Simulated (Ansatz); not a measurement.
## SrTaNO₂ (Ama2, No. 40, 20 atoms in the cell; start mp-2583419)

These are LDA (Ansatz, an electronic-structure program, plane waves, PAW) values and carry that method's errors.

Run with plane-wave cutoff 520 eV, 4×6×6 k mesh (along the axes of the cell as run), Fermi–Dirac smearing 0.01 eV, scalar-relativistic PAW data made under PBE.

Cell (relaxed with PBEsol):

```
CELL_PARAMETERS angstrom
      8.00017     0.00000     0.00000
      0.00000     4.06700     3.96530
      0.00000    -4.06700     3.96530
ATOMIC_POSITIONS crystal
  Sr 0.75000 0.99200 0.99835
  Sr 0.25000 0.99835 0.99200
  Sr 0.75000 0.48658 0.49386
  Sr 0.25000 0.49386 0.48658
  Ta 0.99261 0.98866 0.50327
  Ta 0.00739 0.50327 0.98866
  Ta 0.50739 0.98866 0.50327
  Ta 0.49261 0.50327 0.98866
  N  0.25000 0.45640 0.96899
  N  0.75000 0.96899 0.45640
  N  0.00000 0.74456 0.74456
  N  0.50000 0.74456 0.74456
  O  0.25000 0.05368 0.53743
  O  0.75000 0.53743 0.05368
  O  0.54186 0.24193 0.76215
  O  0.45814 0.76215 0.24193
  O  0.95814 0.24193 0.76215
  O  0.04186 0.76215 0.24193
  O  0.00000 0.26598 0.26598
  O  0.50000 0.26598 0.26598
```

For SrTaNO₂ (Ama2, No. 40, 20 atoms in the cell; start mp-2583419), the band gap is 1.10 eV and the smallest direct gap on the k points sampled is 1.27 eV.

Note: cell and atoms aren't relaxed at this level (pressure -4.9 GPa).

Spin–orbit coupling is not included.

Computed values are for the static lattice.

A start named mp-… is a Materials Project structure, which need not be a measured phase.
